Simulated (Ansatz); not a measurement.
Cd2SeS (P3m1, No. 156, 4 atoms in the cell; start mp-1226934)

All values below come from PBEsol in Ansatz (PAW).

Run with plane-wave cutoff 500 eV, 12×12×6 k mesh (along the axes of the cell as run), gaussian smearing 0.02 eV, scalar-relativistic PAW data made under PBE.

Cell (relaxed at this level):

```cif
data_Cd2SSe
_chemical_formula_sum 'Cd2 Se1 S1'
_space_group_name_H-M_alt 'P 1'
_space_group_IT_number 1
_cell_length_a 4.20978
_cell_length_b 4.20978
_cell_length_c 6.87359
_cell_angle_alpha 90.000
_cell_angle_beta 90.000
_cell_angle_gamma 120.000
loop_
_space_group_symop_operation_xyz
  'x, y, z'
loop_
_atom_site_label
_atom_site_type_symbol
_atom_site_fract_x
_atom_site_fract_y
_atom_site_fract_z
_atom_site_occupancy
Cd1 Cd 0.00000 0.00000 0.48877 1
Cd2 Cd 0.33333 0.66667 0.01078 1
Se1 Se 0.33333 0.66667 0.62685 1
S1 S 0.00000 0.00000 0.12160 1
```

```yaml
band_gap: 0.67 eV (on the SCF k mesh)
```

Note: the relaxation could not lower the start's symmetry, so the cell can be a saddle point above a distorted one.

Spin–orbit coupling is not included.

A start named mp-… is a Materials Project structure, which need not be a measured phase.

Ansatz is a quantum-chemistry and plane-wave program.
